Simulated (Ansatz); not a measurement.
1T (CdI2-type) MgI2 was calculated with r²SCAN+rVV10 (Ansatz, a first-principles code, PAW).

Run with plane-wave cutoff 600 eV, 12×12×6 k mesh (along the axes of the cell as run), scalar-relativistic PAW data made under PBE.

Computed at the level's own relaxed cell.

Problem. Estimate the elastic constant C66, Voigt–Reuss–Hill shear modulus (Hill average), elastic constant C11, elastic constant C44, elastic constant C13, elastic constant C12 and elastic constant C33 that the calculation returns.

Solution. 
- elastic constant C66: 18.0 GPa
- Voigt–Reuss–Hill shear modulus (Hill average): 10.7 GPa
- elastic constant C11: 50.7 GPa
- elastic constant C44: 5.72 GPa
- elastic constant C13: 6.47 GPa
- elastic constant C12: 14.7 GPa
- elastic constant C33: 22.4 GPa

Elastic constants are with the ions relaxed.

Spin–orbit coupling is not included.

Computed values are for the static lattice.
